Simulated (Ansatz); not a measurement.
NiAs-type NiSb, treated with PBEsol-D3(BJ) (PAW; Ansatz, an electronic-structure program).

Run with plane-wave cutoff 520 eV, 18×18×12 k mesh (along the axes of the cell as run), Fermi–Dirac smearing 0.05 eV, no spin polarisation, scalar-relativistic PAW data made under PBE.

The cell is scaled about its equilibrium volume:

Shape and atoms are relaxed at each volume.

| V (Å³/atom) | P (GPa) | c (Å) | a (Å) |
|---|---|---|---|
| 15.597 | 6.38 | 4.945 | 3.817 |
| 15.922 | 3.00 | 4.982 | 3.842 |
| 16.247 | 0.00 | 5.018 | 3.867 |
| 16.572 | -2.67 | 5.053 | 3.892 |
| 16.897 | -5.03 | 5.089 | 3.916 |

Note: the bulk modulus comes from volumes at which shape and atoms were relaxed.
